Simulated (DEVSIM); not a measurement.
Structure: double heterostructure, GaAs between p- and n-type Al0.25Ga0.75As, at 350 K.

| layer (left to right) | material | thickness (μm) | Nd (cm⁻³) | Na (cm⁻³) | τn (s) | τp (s) |
|---|---|---|---|---|---|---|
| 1 | Al0.25Ga0.75As | 0.690 | - | 3.4e17 | 2e-9 | 2e-9 |
| 2 | GaAs | 0.300 | 1.5e14 | - | 2e-9 | 2e-9 |
| 3 | Al0.25Ga0.75As | 0.280 | 1e17 | - | 2e-9 | 2e-9 |

Left contact: ohmic. Right contact: ohmic. Voltage is applied to the left contact. Recombination: SRH at mid-gap, radiative. Mobility is constant in doping.

Constants are typed, rounded textbook-type inputs, not results; the design itself was drawn at random and stands for no fabricated device. Values at 300 K; Nc and Nv go as T^1.5, mobilities as T to minus their exponent, the gap by Varshni's rule with the affinity fixed.

| parameter | Al0.25Ga0.75As | GaAs |
|---|---|---|
| gap (eV) | 1.7357 | 1.424 |
| affinity (eV) | 3.8725 | 4.07 |
| permittivity | 12.19 | 12.9 |
| Nc (cm⁻³) | 6.5e17 | 4.7e17 |
| Nv (cm⁻³) | 9e18 | 9e18 |
| μn (cm²/Vs) | 4375 | 8500 |
| μp (cm²/Vs) | 221 | 400 |
| T exponent of μn | 2.1 | 2.1 |
| T exponent of μp | 2.2 | 2.2 |
| B (cm³/s) | 2e-10 | 2e-10 |
| Varshni α (eV/K) | 0.000541 | 0.000541 |
| Varshni β (K) | 204 | 204 |

DEVSIM, 1D drift-diffusion, Boltzmann statistics, complete ionisation; no tunnelling, impact ionisation, image-force lowering or self-heating. Band offsets follow the typed affinities; no thermionic-emission limit at abrupt steps, no polarisation charge.

The thickness of layer 2 was swept, all else fixed.

```tsv
thickness of layer 2 (μm)	dark forward voltage at 1 A/cm² (V)	dark forward voltage at 100 A/cm² (V)
0.06	1.059	1.277
0.1	1.030	1.252
0.18	0.992	1.221
0.3	0.957	1.193
0.51	0.920	1.163
0.9	0.880	1.131
1.5	0.846	1.105
```

From the first row to the last the dark forward voltage at 1 A/cm² goes from 1.059 to 0.846. From the first row to the last the dark forward voltage at 100 A/cm² goes from 1.277 to 1.105.
